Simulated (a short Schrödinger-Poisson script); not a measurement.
MOS inversion layer, Al2O3 on p-type Si(100)

Stack: MOS inversion layer, Al2O3 on p-type Si(100), at 300 K.

| layer | material | thickness (nm) | Na (cm⁻³) |
|---|---|---|---|
| 1 | Al2O3 | 6.1 | - |
| 2 | Si | 860 | 2.5e17 |

The device is made up for the run: typed textbook-type constants, with dimensions and the other settings drawn at random. Al2O3: permittivity 9, conduction-band edge (eV) 2.7, gap (eV) 6.8, electron mass (mₑ) 0.3. Si: permittivity 11.7, conduction-band edge (eV) 0, gap (eV) 1.124, Nv at 300 K (cm⁻³) 3.1e19.

Channel valleys (confinement mass, in-plane density-of-states mass, number): Δ2 0.916, 0.19, 2; Δ4 0.19, 0.417, 4. At the gate the conduction-band edge of layer 1 lies 3.08 eV − eVg above the Fermi level of the channel; the field vanishes at the back. Gaps are held at their typed values at every temperature. Mesh 0.03 nm at interfaces.

From a short Schrödinger-Poisson script (our own, NumPy): 1D Poisson equation in equilibrium, electrons quantum, Hartree (BenDaniel-Duke, 12 states a valley, the channel's in-plane mass for all, wave functions free to enter the dielectric), parabolic valleys, classical holes, full ionisation, no traps, pinning or gate leakage.

| Vg (V) | electrons (cm⁻²) | C (μF/cm²) | Δ2 E0 (meV) | Δ2 E1 (meV) | Δ4 E0 (meV) | Δ4 E1 (meV) |
|---|---|---|---|---|---|---|
| 0.2 | 1.05e6 | 0.160 | 414.6 | 460.3 | 451.1 | 526.3 |
| 0.3 | 2.72e7 | 0.151 | 329.4 | 377.2 | 367.5 | 446.5 |
| 0.4 | 7.30e8 | 0.147 | 243.3 | 293.3 | 283.0 | 365.6 |
| 0.5 | 1.86e10 | 0.217 | 158.7 | 210.6 | 199.8 | 285.7 |
| 0.6 | 2.09e11 | 0.618 | 94.9 | 149.4 | 138.0 | 226.9 |
| 0.7 | 6.61e11 | 0.871 | 63.2 | 121.1 | 108.9 | 200.5 |
| 0.8 | 1.23e12 | 0.970 | 45.1 | 106.6 | 93.7 | 187.7 |
| 0.9 | 1.85e12 | 1.02 | 32.6 | 97.6 | 83.9 | 180.0 |
| 1 | 2.49e12 | 1.05 | 22.8 | 91.2 | 76.8 | 174.9 |
| 1.1 | 3.15e12 | 1.07 | 14.7 | 86.4 | 71.2 | 171.1 |
| 1.2 | 3.82e12 | 1.09 | 7.7 | 82.6 | 66.6 | 168.2 |
| 1.3 | 4.50e12 | 1.10 | 1.5 | 79.4 | 62.7 | 165.9 |
| 1.4 | 5.19e12 | 1.11 | -4.1 | 76.8 | 59.3 | 164.1 |
| 1.5 | 5.89e12 | 1.12 | -9.3 | 74.5 | 56.2 | 162.5 |
| 1.6 | 6.59e12 | 1.13 | -14.2 | 72.4 | 53.5 | 161.1 |
| 1.7 | 7.29e12 | 1.13 | -18.8 | 70.6 | 50.9 | 160.0 |
| 1.8 | 8.00e12 | 1.14 | -23.1 | 69.0 | 48.5 | 158.9 |
| 1.9 | 8.71e12 | 1.14 | -27.3 | 67.5 | 46.3 | 158.0 |
| 2 | 9.43e12 | 1.15 | -31.3 | 66.2 | 44.2 | 157.2 |
| 2.1 | 1.01e13 | 1.15 | -35.1 | 64.9 | 42.2 | 156.5 |

Gate voltages with under 1e6 electrons/cm² are left out.

Subbands count from the Fermi level.
